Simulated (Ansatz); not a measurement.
The starting structures come from a database of crystals and need not be the phases stable at ambient conditions.

The decay constant κ of evanescent states in the gap governs leakage through a thin film.

Given:

```yaml
crystal:
  lattice:
    - [6.41691, 0.00000, 0.00000]
    - [-3.20845, 5.55721, 0.00000]
    - [3.20845, 1.85240, 5.23938]
  atoms:
    - { symbol: Na, position: [0.25000, 0.37500, 0.37500] }
    - { symbol: Na, position: [0.75000, 0.37500, 0.37500] }
    - { symbol: Na, position: [0.25000, 0.87500, 0.37500] }
    - { symbol: Na, position: [0.75000, 0.37500, 0.87500] }
    - { symbol: W, position: [0.50000, 0.75000, 0.75000] }
    - { symbol: W, position: [0.00000, 0.00000, 0.00000] }
    - { symbol: O, position: [0.72822, 0.63589, 0.63589] }
    - { symbol: O, position: [0.22822, 0.11411, 0.11411] }
    - { symbol: O, position: [0.72822, 0.09233, 0.63589] }
    - { symbol: O, position: [0.22822, 0.11411, 0.65767] }
    - { symbol: O, position: [0.27178, 0.63589, 0.09233] }
    - { symbol: O, position: [0.77178, 0.65767, 0.11411] }
    - { symbol: O, position: [0.27178, 0.63589, 0.63589] }
    - { symbol: O, position: [0.77178, 0.11411, 0.11411] }
```

Space group of this cell: Fd-3m, spinel. The cell is taken as given; by r2SCAN its mean pressure is -1.4 GPa.

Transport runs along the normal of the first two printed cell vectors, the (111) plane of the conventional cell.

No gap correction and no spin-orbit coupling; mid-gap values are interpolated between computed energies.

Question: State the band gap and the smallest decay constant κ at mid-gap according to r2SCAN in Ansatz (a quantum-chemistry and plane-wave program).

Answer: Gap 5.60 eV on a 8×8×8 mesh; κ = 0.499 1/Å, at the zone centre.
